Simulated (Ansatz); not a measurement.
Results of PBEsol (plane waves, PAW; Ansatz, an electronic-structure program) for AgZn (P4/mmm, No. 123, 2 atoms in the cell; start mp-1215437; a measured phase of this formula has another space group).

Excerpt of the program's output:

```
Relaxation: its limit of steps is 80 (relax.max_steps)
Crystal: 2 atoms, lattice volume = 29.710 Å³
Basis set: ecut = 520 eV, 821 PW (Γ), exchange–correlation on 48×48×54 points (8 copies of the dense FFT grid, shifted against one another)
Bands: 20, of which v1, the nominal top of the filled ones, is band 16 counted from 1 (15 counted from 0)
Symmetry: 8 space group operations
Space group: Cmmm (ITA 65), of the structure as read, at distance tolerance 3.1e-5 Å
k-points: 931 of 5808
Functional: x = pbesol(κ = 0.804, μ = 0.12345679012345678), c = pbesol(β = 0.046)
SCF iter   1: F=—  HF=-10803.286057 eV  |F-HF|=—  |Δ(HF+E_count)|=         —  Δρ=8.26e-3  dr2=1.72e-2
SCF iter   2: F=—  HF=-10803.281627 eV  |F-HF|=—  |Δ(HF+E_count)|=   4.43e-3  Δρ=1.74e-3  dr2=8.60e-4
  ...
SCF 1 converged in 7 iterations: F = -10803.281331 eV  dr2 = 5.82e-10
Crystal: 2 atoms, lattice volume = 29.710 Å³
Initial density: handed on by an earlier stage of this run
SCF 2 converged in 4 iterations: F = -10803.281336 eV  dr2 = 9.73e-11
Crystal: 2 atoms, lattice volume = 29.710 Å³
SCF 3 converged in 4 iterations: F = -10803.281346 eV  dr2 = 2.04e-9
Crystal: 2 atoms, lattice volume = 29.710 Å³
Basis set: ecut = 520 eV, 821 PW (Γ), exchange–correlation on 48×48×50 points (8 copies of the dense FFT grid, shifted against one another)
SCF iter   4: F=—  HF=-10803.281346 eV  |F-HF|=—  |Δ(HF+E_count)|=  1.40e-10  Δρ=1.87e-7  dr2=4.45e-12
SCF iter   5: F=-10803.281346 eV  HF=-10803.281346 eV  |F-HF|=0.00e0  |Δ(HF+E_count)|=  1.82e-12  Δρ=8.08e-8  dr2=9.90e-13
SCF 4 converged in 5 iterations: F = -10803.281346 eV  dr2 = 9.90e-13
SCF converged after 5 iterations
Free energy (F): -10803.281346 eV
Internal energy: -10803.277925 eV  (E = F + TS)
E sigma→0 (E₀):  -10803.279635 eV
Fermi energy:    16.013575 eV
--- Forces (eV/Å), atoms counted from 1 ---
  atom   1  Zn     0.00000000    -0.00000000     0.00000000
  atom   2  Ag    -0.00000000     0.00000000     0.00000000
--- Stress (GPa, compression-positive) ---
        2.462322      -0.000000      -0.000000
       -0.000000       2.466495       0.000000
       -0.000000       0.000000       2.466726
  P = ⅓ Tr σ = 2.4652 GPa (24.652 kbar)
```

**Question.** Write an input file that could have produced this run (the log leaves some choices open).

**Answer.** This is not unique; one that fits is 
Ansatz 0.2 input:
```yaml
crystal:
  lattice:
    - [2.1015988096, -2.1017663025, 0.0]
    - [2.1015988096, 2.1017663025, 0.0]
    - [0.0, 0.0, 3.3630671627]
  atoms:
    - { symbol: Zn, position: [0.5, 0.5, 0.5] }
    - { symbol: Ag, position: [0.0, 0.0, 0.0] }
basis:
  ecutwfc: 520
  ecutrho_ratio: 4
  xc_grid: 2
kpoints:
  mp_grid: { grid: [22, 22, 12] }
hamiltonian:
  xc: pbesol
  dispersion: none
  pseudopotentials: { kind: paw }
scf:
  occupations: { method: fermi_dirac, width: 0.05 }
output:
  forces: true
  stress: true
  eigenvalues: true
relax:
  f_tol: 0.004
  escape_saddle: false
  max_steps: 80
  cell: { stress_tol: 0.02, fix: [volume] }
```

The cell is one volume of an energy–volume scan, off the minimum.

The PAW data were made under PBE.

Note: the relaxation could not lower the start's symmetry, so the cell can be a saddle point above a distorted one.

A start named mp-… is a Materials Project structure, which need not be a measured phase.
